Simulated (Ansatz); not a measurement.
An Ansatz (a program for electronic structure) run: Pd with a change (pressure 1.5 GPa); plane-wave PAW DFT at the r2SCAN level (Ansatz, 500 eV), no spin-orbit coupling.

Input:

Ansatz 0.2 input:
```yaml
crystal:
  lattice:
    - [0, 1.9517330367, 1.9517330367]
    - [1.9517330367, 0, 1.9517330367]
    - [1.9517330367, 1.9517330367, 0]
  atoms:
    - { symbol: Pd, position: [0, 0, 0] }
basis: { ecutwfc: 500, ecutrho_ratio: 4, xc_grid: 4, fft_grid_basis: typed }
kpoints: { mp_grid: { grid: [20, 20, 20] } }
hamiltonian:
  xc: r2scan
  dispersion: none
  pseudopotentials: { kind: paw }
scf: { occupations: { method: fermi_dirac, width: 0.05 } }
relax: { f_tol: 0.01, max_steps: 60, cell: { stress_tol: 0.02, p_target: 1.5 } }
output: { forces: true, stress: true }
checkpoint: { write: state.ck, write_every: 1000 }
```

Output (explanatory and most iteration lines left out):

```
Relaxation: its limit of steps is 60 (relax.max_steps)
Pseudopotential: Pd, paw, valence charge 18
Crystal: 1 atoms, lattice volume = 14.869 Å³
Basis set: ecut = 500 eV, 339 PW (Γ), exchange–correlation on 96×96×96 points (64 copies of the dense FFT grid, shifted against one another)
Bands: 13, of which v1, the nominal top of the filled ones, is band 9 counted from 1 (8 counted from 0)
Symmetry: 48 space group operations
Space group: Fm-3m (ITA 225), of the structure as read, at distance tolerance 2.5e-5 Å
k-points: 256 of 8000
Functional: x = r2scan, c = r2scan; τ floored in thin density (d = 2e-4 eV/Å³)
SCF iter   1: F=—  HF=-6985.735850 eV  |F-HF|=—  |Δ(HF+E_count)|=         —  Δρ=2.08e-2  dr2=4.74e-2  dr2_τ=9.56e-3  ethr=1.77e-3  ⟨swp⟩=5.8  Hψ=19563  notcnv=0
SCF iter   2: F=—  HF=-6985.742346 eV  |F-HF|=—  |Δ(HF+E_count)|=   6.50e-3  Δρ=9.09e-3  dr2=4.01e-3  dr2_τ=1.09e-3  ethr=2.63e-4  ⟨swp⟩=2.0  Hψ=6326  notcnv=0
SCF 1 converged in 8 iterations: F = -6985.743724 eV  dr2 = 1.80e-8
relax step   1: F+E_penalty+E_count = -6985.74372369 eV  Δ(F+E_penalty+E_count) = +0.000e0 eV  max|allowed force component| = 0.000e0 eV/Å  Δτ_max = 0.0000 Å  P = +0.696 GPa  Ω = 14.869 Å³  (8 SCF iters, dr2 threshold 1.00e-7 eV, accepted)
[... steps on the carried basis left out ...]
relax step   4: F+E_penalty+E_count = -6985.74330921 eV  Δ(F+E_penalty+E_count) = +1.022e-4 eV  max|allowed force component| = 0.000e0 eV/Å  Δτ_max = 0.0000 Å  P = +1.489 GPa  Ω = 14.807 Å³  stress off target by 1.05e-2 GPa  SCF on the basis re-selected at this cell (its energy is not comparable with the rows above)  (5 SCF iters)
SCF converged after 5 iterations
Free energy (F): -6985.743309 eV
Internal energy: -6985.723895 eV  (E = F + TS)
E sigma→0 (E₀):  -6985.733602 eV
Entropy (-TS):   -0.019414 eV (-19.414 meV/atom)
Fermi energy:    19.485441 eV
--- Forces (eV/Å), atoms counted from 1 ---
  atom   1  Pd    -0.00000000    -0.00000000     0.00000000
--- Stress (GPa, compression-positive) ---
        1.489488      -0.000000      -0.000000
       -0.000000       1.489488      -0.000000
       -0.000000      -0.000000       1.489488
  P = ⅓ Tr σ = 1.4895 GPa (14.895 kbar)
--- Relaxed structure (3 steps of the walk, 3 accepted, 1 SCFs on fresh bases) ---
  cell:  # Å, volume = 14.8074 Å³
    - [-2.038148813158236e-34, 1.9490186625705939, 1.9490186625705939]
    - [1.9490186625705939, 5.095372032895588e-34, 1.9490186625705939]
    - [1.9490186625705939, 1.9490186625705939, 3.057223219737353e-34]
  atoms:
    - { symbol: Pd, position: [0.0, 0.0, 0.0] }
```

Load acts through the strain it causes; cell and atoms are relaxed under it. No phonon test of stability was made. All final runs are without spin polarisation. The cell was made from Pd in the fcc (Cu type) structure (space group Fm-3m, No. 225) by this change: pressure 1.5 GPa. Pd has a high density of states at the Fermi level and may be magnetic at this level.
